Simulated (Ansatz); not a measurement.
The reference is Ti in the hcp (Mg type) structure (space group P6_3/mmc, No. 194; a = 2.902 Å, c = 4.593 Å; relaxed with 0.1 eV smearing).

Level of theory: Ansatz (a program for electronic structure) PBEsol, without spin-orbit coupling.

Strains are applied to the cell and any free atomic positions relax.

One change was made to it. Results:

```csv
quantity,base,after
energy relative to the base (free energy F),0 meV/atom,+5.7 meV/atom
"pressure (mean of the normal stresses, compression positive)",0.0 GPa,3.8 GPa
```

Name the change that was made.
A) isotropic strain +2.00 %
B) isotropic strain +0.50 %
C) isotropic strain +2.50 %
D) isotropic strain −2.00 %
E) isotropic strain −1.00 %

E, isotropic strain −1.00 %. For comparison, the energy relative to the base in the other runs: isotropic strain +0.50 % gives +1.4 meV/atom; isotropic strain +2.00 % gives +21 meV/atom; isotropic strain −2.00 % gives +23 meV/atom; isotropic strain +2.50 % gives +33 meV/atom.

Stability against distortions was not tested. The final runs are not spin-polarised.
